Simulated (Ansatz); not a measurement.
Ag (model structure, I4₁/amd, No. 141): properties by level of theory

| level (code) | lattice constant a (Å) | c axis length (Å) | bulk modulus (GPa) | cohesive energy (eV/atom) |
|---|---|---|---|---|
| LDA (Ansatz) | 5.129 | 2.682 | 114 | 3.34 |
| PBE (Ansatz) | 5.327 | 2.784 | 73.9 | 2.29 |
| PBEsol (Ansatz) | 5.199 | 2.721 | 96.9 | 2.80 |
| r²SCAN (Ansatz) | 5.263 | 2.752 | 85.7 | 2.63 |

Caveats: the bulk modulus is −V dP/dV from two relaxed cells at ±2 % in volume (LDA, PBE, PBEsol, r²SCAN). Ansatz's density-functional and Hartree–Fock values are scalar-relativistic unless marked +SOC, with PAW data made under PBE.

Static lattice: no zero-point or thermal effects.

A model structure was made by putting elements into a prototype or built by hand; it is no filed structure, need not be a known phase, and can be a saddle point held by its symmetry.

Ansatz is a first-principles code.
